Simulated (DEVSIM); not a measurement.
System: GaP/Si n-p heterojunction, at 350 K.

Layer 1 from the left is GaP, thickness (μm) 1.30, Nd (cm⁻³) 8.1e17, τn (s) 3.1e-7, τp (s) 3.1e-7. Layer 2 from the left is Si, thickness (μm) 0.130, Na (cm⁻³) 3.2e16, τn (s) 3.1e-7, τp (s) 3.1e-7.

Left contact: ohmic. Right contact: ohmic. Voltage is applied to the left contact. Recombination: SRH at mid-gap, radiative. Mobility is μmin + (μ − μmin)/(1 + (N/Nref)^α).

This is a model device: material constants are rounded textbook-type values typed into the input, and sizes, dopings and lifetimes were drawn at random. Values at 300 K; Nc and Nv go as T^1.5, mobilities as T to minus their exponent, the gap by Varshni's rule with the affinity fixed.

GaP: gap (eV) 2.26, affinity (eV) 3.8, permittivity 11.1, Nc (cm⁻³) 1.8e19, Nv (cm⁻³) 1.9e19, μn (cm²/Vs) 250, μp (cm²/Vs) 150, μn,min 10, μp,min 10, Nref,n 4.4e18, Nref,p 1e18, αn 0.8, αp 0.85, T exponent of μn 1.6, T exponent of μp 1.98, B (cm³/s) 1e-13, Varshni α (eV/K) 0.00058, Varshni β (K) 372. Si: gap (eV) 1.124, affinity (eV) 4.05, permittivity 11.7, Nc (cm⁻³) 2.86e19, Nv (cm⁻³) 3.1e19, μn (cm²/Vs) 1417, μp (cm²/Vs) 470, μn,min 52, μp,min 45, Nref,n 9.7e16, Nref,p 2.2e17, αn 0.68, αp 0.72, T exponent of μn 2.3, T exponent of μp 2.2, B (cm³/s) 4.7e-15, Varshni α (eV/K) 0.000473, Varshni β (K) 636.

Model (solved in DEVSIM): 1D drift-diffusion, Boltzmann statistics, complete ionisation; no tunnelling, impact ionisation, image-force lowering or self-heating. Band offsets follow the typed affinities; no thermionic-emission limit at abrupt steps, no polarisation charge.

What does the simulation give for the largest field in the device at zero bias, the dark forward voltage at 100 A/cm², the potential step across the device at zero bias?

largest field in the device at zero bias 220000 V/cm; dark forward voltage at 100 A/cm² 0.520 V; potential step across the device at zero bias 1.046 V.
